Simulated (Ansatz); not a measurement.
## CsSnBr3 (Pm-3m, No. 221, 5 atoms in the cell; start mp-27214)

All values below come from PBE in Ansatz (plane waves, PAW).

Run with plane-wave cutoff 500 eV, 8×8×8 k mesh, Fermi–Dirac smearing 0.05 eV, scalar-relativistic PAW data made under PBE.

Cell (relaxed at this level):

```
CsSnBr3
1.0
    5.89260     0.00000     0.00000
    0.00000     5.89260     0.00000
    0.00000     0.00000     5.89260
Cs Sn Br
1 1 3
Direct
  0.00000   0.00000   0.00000
  0.50000   0.50000   0.50000
  0.50000   0.00000   0.50000
  0.00000   0.50000   0.50000
  0.50000   0.50000   0.00000
```

| Property | Result |
|---|---|
| band gap | 0.64 eV (on the SCF k mesh) |

Note: the relaxation could not lower the start's symmetry, so the cell can be a saddle point above a distorted one.

Spin–orbit coupling is not included.

Static lattice: no zero-point or thermal effects.

A start named mp-… is a Materials Project structure, which need not be a measured phase.

Ansatz is an electronic-structure program.
